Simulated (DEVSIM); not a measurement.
Structure: Schottky contact on p-type In0.53Ga0.47As, at 300 K.

```csv
layer (left to right),material,thickness (μm),Na (cm⁻³),τn (s),τp (s)
1,In0.53Ga0.47As,4.20,3.6e15,2e-8,2e-8
```

Left contact: Schottky, work function 4.94 eV, emission velocity 6.9e6 cm/s. Right contact: ohmic. Voltage is applied to the left contact. Recombination: SRH at mid-gap. Mobility is μmin + (μ − μmin)/(1 + (N/Nref)^α).

This is a model device: material constants are rounded textbook-type values typed into the input, and sizes, dopings and lifetimes were drawn at random. Values at 300 K.

```
parameter      In0.53Ga0.47As
-------------  --------------
gap (eV)                 0.74
affinity (eV)            4.51
permittivity             13.9
Nc (cm⁻³)              2.1e17
Nv (cm⁻³)              7.7e18
μn (cm²/Vs)             12000
μp (cm²/Vs)               300
μn,min                    300
μp,min                     10
Nref,n                 1.3e17
Nref,p                 4.9e17
αn                       0.48
αp                        0.4
```

Simulated with DEVSIM: 1D drift-diffusion, Boltzmann statistics, complete ionisation; no tunnelling, impact ionisation, image-force lowering or self-heating. Metal contacts follow the ideal Schottky-Mott rule: no Fermi-level pinning, no interface dipoles.

Tabulate band edges, carrier densities and field at zero bias.

Energies count from the Fermi level of the right contact; mesh points crowd at the junctions.

```tsv
x (μm)	Ec (eV)	Ev (eV)	n (cm⁻³)	p (cm⁻³)	field (V/cm)
0.000	0.430	-0.310	1.3e10	4.8e13	9000
0.01207	0.441	-0.299	8.4e9	7.2e13	8400
0.02799	0.453	-0.287	5.1e9	1.2e14	7700
0.05397	0.472	-0.268	2.5e9	2.4e14	6600
0.1079	0.501	-0.239	8.0e8	7.5e14	4300
0.1658	0.521	-0.219	3.8e8	1.6e15	2500
0.2603	0.535	-0.205	2.1e8	2.8e15	840
0.4566	0.541	-0.199	1.7e8	3.5e15	65
0.6956	0.542	-0.198	1.7e8	3.6e15	≈ 0
1.011	0.542	-0.198	1.7e8	3.6e15	≈ 0
1.525	0.542	-0.198	1.7e8	3.6e15	≈ 0
2.488	0.542	-0.198	1.7e8	3.6e15	≈ 0
3.017	0.542	-0.198	1.7e8	3.6e15	≈ 0
3.418	0.542	-0.198	1.7e8	3.6e15	≈ 0
3.747	0.542	-0.198	1.7e8	3.6e15	≈ 0
3.905	0.542	-0.198	1.7e8	3.6e15	≈ 0
4.003	0.542	-0.198	1.7e8	3.6e15	≈ 0
4.076	0.542	-0.198	1.7e8	3.6e15	≈ 0
4.137	0.542	-0.198	1.7e8	3.6e15	≈ 0
4.163	0.542	-0.198	1.7e8	3.6e15	≈ 0
4.184	0.542	-0.198	1.7e8	3.6e15	≈ 0
4.200	0.542	-0.198	1.7e8	3.6e15	≈ 0
```
